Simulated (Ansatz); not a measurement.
An Ansatz (an electronic-structure program) run: CsPbBr3 with a change (uniaxial strain ε_zz = −2.40 %); PBEsol/PAW in Ansatz, no spin-orbit coupling.

Input:

Ansatz 0.2 input:
```yaml
crystal:
  lattice:
    - [5.8720740066, 0, 0]
    - [0, 5.8720740066, 0]
    - [0, 0, 5.7311442304]
  atoms:
    - { symbol: Cs, position: [0, 0, 0] }
    - { symbol: Pb, position: [0.5, 0.5, 0.5] }
    - { symbol: Br, position: [0.5, 0, 0.5] }
    - { symbol: Br, position: [0, 0.5, 0.5] }
    - { symbol: Br, position: [0.5, 0.5, 0] }
basis: { ecutwfc: 420, ecutrho_ratio: 4, xc_grid: 2, fft_grid_basis: typed }
kpoints: { mp_grid: { grid: [6, 6, 6] } }
hamiltonian:
  xc: pbesol
  dispersion: none
  pseudopotentials: { kind: paw }
scf: { occupations: { method: fermi_dirac, width: 0.05 }, convergence: { dr2_threshold: 0.0000000005 } }
relax: { f_tol: 0.005, max_steps: 50 }
output: { forces: true, stress: true }
checkpoint: { write: state.ck, write_every: 1000 }
```

Output (explanatory and most iteration lines left out):

```
Relaxation: its limit of steps is 50 (relax.max_steps)
Pseudopotential: Cs, paw, valence charge 9
Pseudopotential: Pb, paw, valence charge 14
Pseudopotential: Br, paw, valence charge 7
Crystal: 5 atoms, lattice volume = 197.617 Å³
Basis set: ecut = 420 eV, 3855 PW (Γ), exchange–correlation on 80×80×80 points (8 copies of the dense FFT grid, shifted against one another)
Bands: 27, of which v1, the nominal top of the filled ones, is band 22 counted from 1 (21 counted from 0)
Symmetry: 16 space group operations
Space group: P4/mmm (ITA 123), of the structure as read, at distance tolerance 5.8e-5 Å
k-points: 40 of 216
Functional: x = pbesol(κ = 0.804, μ = 0.12345679012345678), c = pbesol(β = 0.046)
SCF iter   1: F=—  HF=-25556.455609 eV  |F-HF|=—  |Δ(HF+E_count)|=         —  Δρ=1.55e-3  dr2=7.17e-3  ethr=1.77e-3  ⟨swp⟩=7.9  Hψ=5894  notcnv=0
SCF iter   2: F=—  HF=-25556.454604 eV  |F-HF|=—  |Δ(HF+E_count)|=   1.00e-3  Δρ=7.83e-4  dr2=1.40e-3  ethr=1.63e-5  ⟨swp⟩=2.1  Hψ=2118  notcnv=0  defer=4
SCF 1 converged in 8 iterations: F = -25556.454761 eV  dr2 = 1.29e-10
relax step   1: F+E_penalty+E_count = -25556.45476145 eV  Δ(F+E_penalty+E_count) = +0.000e0 eV  max|allowed force component| = 3.653e-28 eV/Å  Δτ_max = 0.0000 Å  (8 SCF iters, accepted)
SCF converged after 8 iterations
Free energy (F): -25556.454761 eV
Internal energy: -25556.454761 eV  (E = F + TS)
E sigma→0 (E₀):  -25556.454761 eV
Entropy (-TS):   -0.000000 eV (-0.000 meV/atom)
Fermi energy:    4.677494 eV
--- Forces (eV/Å), atoms counted from 1 ---
  atom   1  Cs     0.00000000     0.00000000     0.00000000
  atom   2  Pb    -0.00000000    -0.00000000     0.00000000
  atom   3  Br    -0.00000000    -0.00000000     0.00000000
  atom   4  Br    -0.00000000     0.00000000     0.00000000
  atom   5  Br     0.00000000    -0.00000000     0.00000000
--- Stress (GPa, compression-positive) ---
        0.162829       0.000000       0.000000
        0.000000       0.162829       0.000000
        0.000000       0.000000       1.440212
  P = ⅓ Tr σ = 0.5886 GPa (5.886 kbar)
--- Relaxed structure (1 steps of the walk, 1 accepted, 0 SCFs on fresh bases) ---
  atoms:
    - { symbol: Cs, position: [0.0, 0.0, 0.0] }
    - { symbol: Pb, position: [0.5, 0.5, 0.5000000000000001] }
    - { symbol: Br, position: [0.5, 0.0, 0.5000000000000001] }
    - { symbol: Br, position: [0.0, 0.5, 0.5000000000000001] }
    - { symbol: Br, position: [0.5, 0.5, 0.0] }
```

With Pb present, leaving out spin-orbit coupling can change the band edges. Whether these cells are dynamically stable was not tested. The cell was made from CsPbBr$_{3}$ in the cubic perovskite structure (space group Pm-3m, No. 221) by this change: uniaxial strain ε_zz = −2.40 %. Many cubic perovskites are stable only at high temperature; tilts and polar distortions were not tested. This is not the structure that CsPbBr3 has at room temperature and ambient pressure.
